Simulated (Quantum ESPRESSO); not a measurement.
## How a calculation on Mg₂Zn (P1, 6 atoms in the cell) responds to its settings

```yaml
crystal:
  lattice:
    - [2.57581, 1.48715, 5.26457]
    - [-2.57581, 1.48715, 5.26457]
    - [0.00000, -2.97430, 5.26457]
  atoms:
    - { symbol: Mg, position: [0.68134, 0.32464, 0.98920] }
    - { symbol: Mg, position: [0.01923, 0.64991, 0.33186] }
    - { symbol: Mg, position: [0.32461, 0.99819, 0.66822] }
    - { symbol: Mg, position: [0.49697, 0.49773, 0.50802] }
    - { symbol: Zn, position: [0.16524, 0.18309, 0.15965] }
    - { symbol: Zn, position: [0.81261, 0.84644, 0.84305] }
```

Base run A: PBEsol, GBRV 1.5 ultrasoft (PBESOL) pseudopotentials in Quantum ESPRESSO, self-consistent single point.

Its settings: ecutwfc = 50 Ry; ecutrho = 250 Ry; occupations = smearing; smearing = fermi-dirac; degauss = 0.0073499 Ry; potentials = {Mg: mg_pbesol_v1.4.uspp.F.UPF, Zn: zn_pbesol_v1.uspp.F.UPF}; K_POINTS = automatic 4 4 4 0 0 0; conv_thr = 1e-09 Ry.

The starting cell comes from a database of computed structures (which also holds hypothetical and non-ambient phases and stackings), without a prior relaxation at this level. Its atoms were displaced at random from the sites of space group no. 155.

Absolute energies have different zeros for different potentials, functionals, Hubbard and dispersion terms and are not compared across them.

Runs:
- B: pseudopotentials: {Mg: mg_pbesol_v1.4.uspp.F.UPF, Zn: zn_pbesol_v1.uspp.F.UPF} → {Mg: mg_lda_v1.4.uspp.F.UPF, Zn: zn_lda_v1.uspp.F.UPF} [LDA (PZ)]
- C: pseudopotentials: {Mg: mg_pbesol_v1.4.uspp.F.UPF, Zn: zn_pbesol_v1.uspp.F.UPF} → {Mg: mg_pbe_v1.4.uspp.F.UPF, Zn: zn_pbe_v1.uspp.F.UPF}; input_dft: default → blyp [BLYP]
- D: pseudopotentials: {Mg: mg_pbesol_v1.4.uspp.F.UPF, Zn: zn_pbesol_v1.uspp.F.UPF} → {Mg: mg_pbe_v1.4.uspp.F.UPF, Zn: zn_pbe_v1.uspp.F.UPF}; input_dft: default → wc [Wu-Cohen GGA]
- E: pseudopotentials: {Mg: mg_pbesol_v1.4.uspp.F.UPF, Zn: zn_pbesol_v1.uspp.F.UPF} → {Mg: mg_pbe_v1.4.uspp.F.UPF, Zn: zn_pbe_v1.uspp.F.UPF}; input_dft: default → vdw-df2 [vdW-DF2]
- F: pseudopotentials: {Mg: mg_pbesol_v1.4.uspp.F.UPF, Zn: zn_pbesol_v1.uspp.F.UPF} → {Mg: mg_pbe_v1.4.uspp.F.UPF, Zn: zn_pbe_v1.uspp.F.UPF}; input_dft: default → vdw-df-cx [vdW-DF-cx]
- G: pseudopotentials: {Mg: mg_pbesol_v1.4.uspp.F.UPF, Zn: zn_pbesol_v1.uspp.F.UPF} → {Mg: mg_pbe_v1.4.uspp.F.UPF, Zn: zn_pbe_v1.uspp.F.UPF}; input_dft: default → rvv10 [rVV10]

| run | pressure (GPa) | largest force (eV/Å) |
|---|---|---|
| A | -1.83 | 0.418 |
| B | -3.69 | 0.388 |
| C | 1.39 | 0.361 |
| D | -1.66 | 0.415 |
| E | 1.76 | 0.364 |
| F | -1.21 | 0.425 |
| G | -0.38 | 0.406 |

Run F against A: The pressure goes from -1.83 to -1.21 GPa and the largest force hardly changes (0.418 to 0.425 eV/Å).

Run D against A: The pressure goes from -1.83 to -1.66 GPa and the largest force moves little (0.418 to 0.415 eV/Å).

Run G against A: The pressure goes from -1.83 to -0.38 GPa and the largest force goes from 0.418 to 0.406 eV/Å.

Left out of this page: 3 runs of the series held back from this collection.
